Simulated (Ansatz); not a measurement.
Consider SiO$_{2}$ in the rutile structure (space group P4_2/mnm, No. 136; a = 4.2361 Å, c = 2.6904 Å). Axes: x, y, z lie along a, b, c of the conventional cell.

Level of theory: PBE/PAW in Ansatz (a quantum-chemistry and plane-wave program), without spin-orbit coupling.

For the base:

The pressure is 0.01 GPa and the volume per atom comes out as 8.05 Å³.

It is then changed as follows: tensile biaxial strain of 1.20 % in the plane normal to [001], as in epitaxy on a mismatched substrate; the out-of-plane cell vector and the atoms relax.

Question: Predict the new pressure.

Answer: The pressure (mean of the normal stresses, compression positive) drops by 3.323 GPa to -3.32 GPa.

Question: How does this affect the volume per atom?

Answer: The volume per atom grows by 0.145 Å³, from 8.05 Å³ to 8.19 Å³.

No phonon test of stability was made.
